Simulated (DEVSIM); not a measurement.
Device: Ti/SiON/p-Si capacitor, at 300 K.

```
layer (left to right)  material  thickness (nm)  Na (cm⁻³)
---------------------  --------  --------------  ---------
1                          SiON            13.0          -
2                            Si             490     1.4e18
```

Metal gate on the left, work function 4.33 eV. Fixed charge at the semiconductor interface 4e11 cm⁻² (in units of +e); no interface traps.

Constants are typed, rounded textbook-type inputs, not results; the design itself was drawn at random and stands for no fabricated device. Values at 300 K.

| parameter | SiON | Si |
|---|---|---|
| gap (eV) | 7 | 1.124 |
| affinity (eV) | 1.4 | 4.05 |
| permittivity | 5.5 | 11.7 |
| Nc (cm⁻³) | - | 2.86e19 |
| Nv (cm⁻³) | - | 3.1e19 |

Simulated with DEVSIM: 1D Poisson equation in equilibrium, Boltzmann statistics, complete ionisation; no quantum confinement or tunnelling. Metal contacts follow the ideal Schottky-Mott rule: no Fermi-level pinning, no interface dipoles.

The SiON thickness was swept, all else fixed.

| SiON thickness (μm) | minimum of the low-frequency capacitance (μF/cm²) | flat-band voltage (V) | capacitance of the dielectric stack (μF/cm²) |
|---|---|---|---|
| 0.0052 | 0.275 | -0.83 | 0.937 |
| 0.0072 | 0.248 | -0.86 | 0.676 |
| 0.0091 | 0.225 | -0.88 | 0.535 |
| 0.011 | 0.205 | -0.91 | 0.443 |
| 0.013 | 0.189 | -0.93 | 0.375 |
| 0.016 | 0.170 | -0.97 | 0.304 |

From the first row to the last the minimum of the low-frequency capacitance goes from 0.275 to 0.170. From the first row to the last the flat-band voltage goes from -0.83 to -0.97.
